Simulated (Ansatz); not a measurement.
## Migration barriers: interstitial Li in cubic BaZrO3, charge state +1

Consider interstitial Li in cubic BaZrO3, charge state +1. These are PBE, PAW (plane waves to 420 eV; Ansatz, an electronic-structure program) values and carry that method's errors.

60-site cell at the relaxed PBE lattice, the Γ point alone, smearing 0.01 eV, spin-restricted, no finite-size correction. No zero-point or tunnelling terms. Spin-orbit coupling is left out. The host phase is not the lowest at 0 K, so the defect can set off distortions of the whole cell. The charge state is imposed; whether it is stable for some Fermi level was not computed. Sites that were not tried may lie lower.

Barriers: single points on a 2×2×2 k-point mesh shifted by half a step at the bands' geometries (they differ from the bands' own by up to 0.14 eV, and are uncertain by about as much).

| Route | Start site over the lowest site run (eV) | Hop (Å) | Forward barrier (eV) | Backward barrier (eV) | Neighbours at the start | Neighbours at the saddle | Saddle order | Forward, on the band's own sampling (eV) |
|---|---|---|---|---|---|---|---|---|
| several atoms move together, Li the farthest | 0.00 | 3.11 | 0.86 | 0.69 | Ba at 2.46; O at 1.95, O at 1.97, 2 O at 1.99 Å | O at 1.72, O at 1.95, O at 2.04 Å | not checked | 0.72 |

Paths come from CI-NEB runs.   1 more band(s) gave no usable saddle point.

The whole set of runs took roughly 2.3 core-hours.
